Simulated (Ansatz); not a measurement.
**What Co → Ti does to CoSi2**

Start from CoSi2 (space group Fm-3m, No. 225; a = 5.315 Å; non-magnetic).

Modification: full substitution Co → Ti; the structure is relaxed again.

Level of theory: r2SCAN, PAW, 500 eV (Ansatz, a program for electronic structure; without spin-orbit coupling), earlier PAW set. k-mesh 14×14×14 (Γ-centred); smearing 0.05 eV (Fermi–Dirac), for the changed cell.

```yaml
volume_per_atom: 17.40 Å³ (base 12.51 Å³)
lattice_parameter_a: 5.933 Å (base 5.315 Å)
space_group: Fm-3m (No. 225) (base Fm-3m (No. 225))
band_gap: zero (base zero)
```

No phonon test of stability was made. As relaxed here, TiSi2 is a hypothetical phase, not in the database extracts checked. Seeded moments were not kept for the base. The final runs are not spin-polarised. An odd electron count without spin: CoSi2. TiSi2 has a high density of states at the Fermi level and may be magnetic at this level.
